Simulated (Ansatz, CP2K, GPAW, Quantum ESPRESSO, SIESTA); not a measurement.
One structure in several programs: NiGe (Pnma, 8 atoms in the cell)

Self-consistent single point.

```
CELL_PARAMETERS angstrom
      5.29714     0.00000     0.00000
      0.00000     3.42987     0.00000
      0.00000     0.00000     5.73553
ATOMIC_POSITIONS crystal
  Ni 0.50554 0.25000 0.69073
  Ni 0.49446 0.75000 0.30927
  Ni 0.99446 0.75000 0.19073
  Ni 0.00554 0.25000 0.80927
  Ge 0.68966 0.25000 0.08698
  Ge 0.31034 0.75000 0.91302
  Ge 0.81034 0.75000 0.58698
  Ge 0.18966 0.25000 0.41302
```

All programs got the same cell, k-point mesh and kind of occupations (in Ansatz's words: kpoints.mp_grid.grid = 4 5 3; scf.occupations.method = fermi_dirac; scf.occupations.width = 0.05 eV); potentials, basis and cutoffs are each program's usual ones.

```tsv
code	model	pressure (GPa)	largest force (eV/Å)	k-points	cutoff
Ansatz	PBE, PAW files	8.42	0.114	18	420 eV
GPAW	PBE, GPAW PAW datasets PBE (gpaw-data 1.0.1)	9.21	0.117	18	800 eV
Quantum ESPRESSO	PBE, PSlibrary ultrasoft (PBE) pseudopotentials	9.77	0.155	18	50 Ry
SIESTA	GGA PBE, numerical atomic orbitals DZP, PseudoDojo PBE standard norm-conserving potentials (rewritten from UPF to PSML)	10.81	0.262	32	grid 350 Ry
CP2K	PBE, GPW, TZVP-MOLOPT-SR-GTH basis, GTH-PBE potentials (GTH_POTENTIALS)	10.06	0.146	31	grid 600 Ry
```

Size of the force on each atom (eV/Å): Sizes of forces hide their directions.

| code | Ni1 | Ni2 | Ni3 | Ni4 | Ge5 | Ge6 | Ge7 | Ge8 |
|---|---|---|---|---|---|---|---|---|
| Ansatz | 0.114 | 0.114 | 0.114 | 0.114 | 0.104 | 0.104 | 0.104 | 0.104 |
| GPAW | 0.117 | 0.117 | 0.117 | 0.117 | 0.113 | 0.113 | 0.113 | 0.113 |
| Quantum ESPRESSO | 0.148 | 0.148 | 0.148 | 0.148 | 0.155 | 0.155 | 0.155 | 0.155 |
| SIESTA | 0.262 | 0.262 | 0.262 | 0.262 | 0.136 | 0.136 | 0.136 | 0.136 |
| CP2K | 0.146 | 0.146 | 0.146 | 0.146 | 0.097 | 0.097 | 0.097 | 0.097 |

The spread over the programs that give each value: pressure within 2.39 GPa; largest force within 0.148 eV/Å.

The starting cell comes from a database of computed structures (which also holds hypothetical and non-ambient phases and stackings), without a prior relaxation at this level. Its lattice was rescaled by a random factor within 2.5 % of one. On Ansatz's run: Spin polarisation is off. In the base run, with a pressure of about 9 GPa the cell is away from its equilibrium volume at this level. Without a gap this mesh is coarse (it stands for a supercell whose shortest vector is 17 Å).

**Question.** Why do the programs differ, and what cannot be compared?

**Answer.** Differences of this kind can come from the potentials, where these differ, and from what each basis and cutoff leave unconverged. The valence holds different numbers of electrons (Ansatz (an electronic-structure program) 128, GPAW 80, Quantum ESPRESSO 56, SIESTA 128, CP2K 88). The zero of total energies and Fermi levels follows the potentials and each program's conventions, so they are not compared here. SIESTA and CP2K use small atom-centred bases, whose incompleteness enters pressures, forces and empty levels differently from a plane-wave cutoff. Ansatz's pressure is given at a fixed set of plane waves, as the other plane-wave codes print theirs; with its correction for the finite basis it is 8.51 GPa. The programs reduce the same mesh by symmetry to different extents, which changes the work and not the result. In the pressure, SIESTA (by 1.61) lies more than 1 GPa from the median of the plane-wave programs. In the force vectors, SIESTA (by 0.192) and CP2K (by 0.102) lie more than 0.08 eV/Å from the median of the plane-wave programs.

The shared mesh is coarse (it stands for a supercell whose shortest vector is 17 Å), so the values are not converged in it.

Left out of this page: ABINIT (stopped by limits of time or memory); Elk (not drawn, or without a comparable value); FLEUR (with a known weakness of the program).

Keys are those of Ansatz 0.2.
